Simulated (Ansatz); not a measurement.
The starting structures come from a database of crystals and need not be the phases stable at ambient conditions.

 Where the default PAW files enter, the runs use the earlier of Ansatz's two default sets.

Tunnelling through a barrier is set by its complex band structure: the current falls as exp(−2κd) with the smallest κ.

Given:

```
WO3
1.0
    5.23658     0.00000     0.00000
    0.00000     7.89916     0.00000
    0.00000     0.00000     5.23658
W O
4 12
Direct
  0.50000   0.78334   0.00000
  0.00000   0.71666   0.50000
  0.00000   0.21666   0.50000
  0.50000   0.28334   0.00000
  0.70295   0.25000   0.29705
  0.20295   0.25000   0.20295
  0.29705   0.25000   0.70295
  0.79705   0.25000   0.79705
  0.79705   0.75000   0.20295
  0.29705   0.75000   0.29705
  0.20295   0.75000   0.79705
  0.70295   0.75000   0.70295
  0.50000   0.00581   0.00000
  0.00000   0.49419   0.50000
  0.00000   0.99419   0.50000
  0.50000   0.50581   0.00000
```

Space group of this cell: P4/ncc. The cell is taken as given; by PBEsol its mean pressure is -1.7 GPa.

Transport runs along the normal of the first two printed cell vectors, the (100) plane of the conventional cell.

The gap is the functional's own, uncorrected, and κ follows it; spin-orbit coupling is left out. Mid-gap values are interpolated between the computed energies.

Problem. Compute, with PBEsol in Ansatz (an electronic-structure program), the band gap and the smallest decay constant κ at mid-gap.

Solution. Gap 1.10 eV on a 6×4×6 mesh; κ = 0.131 1/Å, at the zone centre.
